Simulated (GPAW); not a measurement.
GPAW 25.7.0, DFT, PBE, plane waves, PAW datasets of gpaw-data 1.0.1: Ga2O3 (from the phase in space group 167, mp-1243) (O6Ga4), 10 atoms. Basis and mesh were picked for this test and aren't claimed converged.

| Property | Result |
|---|---|
| cell | 5.33, 5.33, 5.33 Å; 55.9, 55.9, 55.9° |
| task | scf |
| mode.name | pw |
| mode.ecut | 500 eV |
| xc | PBE |
| k mesh | 4×4×4 |
| kpts.gamma | true |
| occupations.name | fermi-dirac |
| occupations.width | 0.001 eV |
| convergence.density (electrons an electron) | 1e-05 |
| maxiter | 150 |
| parallel.kpt | 2 |
| parallel.band | 1 |
| parallel.domain | 1 |
| parallel.sl_auto | false |
| parallel.augment_grids | true |
| mixer.backend | pulay (default) |
| mixer.method | separate (default) |
| mixer.beta | 0.05 (default) |
| mixer.nmaxold | 5 (default) |
| mixer.weight | 50 (default) |
| convergence.eigenstates (eV² an electron) | 4e-08 (default) |
| convergence.energy (eV an electron) | 0.0005 (default) |
| k-points after symmetry (base settings) | 36 |
| bands (base settings) | 33 |
| electrons (base settings) | 48 |
| plane waves (base settings) | 2474 |
| coarse grid (base settings) | 28*28*28 |
| symmetry operations (base settings) | 2 |

One run each.

All on 2 ranks. Base settings, kept where nothing else is said: eigensolver.name = dav (default), eigensolver.niter = 2 (default) (eigensolver.blocksize, basis not set). The settings tried:
- eigensolver.niter = 3
- eigensolver.name = rmm-diis, eigensolver.blocksize = 32, eigensolver.niter = 3 (default)
- basis = sz(dzp)
- eigensolver.niter = 4
- eigensolver.niter = 1
- eigensolver.name = rmm-diis, eigensolver.niter = 3 (default)
- the base settings
- eigensolver.name = rmm-diis, eigensolver.blocksize = 1, eigensolver.niter = 3 (default)
- eigensolver.name = cg, eigensolver.niter = 4

Task: Name the extremes by SCF iterations: fewest, most, and any that don't converge.

Result: Fewest SCF iterations: eigensolver.niter = 4 (17). Most among those that reach the base run's result: eigensolver.name = cg, eigensolver.niter = 4 (38); basis = sz(dzp) (36); the base settings (35). All converged.

```csv
setting,SCF iterations,end
eigensolver.niter = 4,17,converged
eigensolver.niter = 3,22,converged
"eigensolver.name = rmm-diis, eigensolver.blocksize = 1, eigensolver.niter = 3 (default)",24,converged
"eigensolver.name = rmm-diis, eigensolver.niter = 3 (default)",24,converged
"eigensolver.name = rmm-diis, eigensolver.blocksize = 32, eigensolver.niter = 3 (default)",24,converged
eigensolver.niter = 1,27,converged
the base settings,35,converged
basis = sz(dzp),36,converged
"eigensolver.name = cg, eigensolver.niter = 4",38,converged
```

An iteration's cost differs between solvers, so these counts don't give the time.
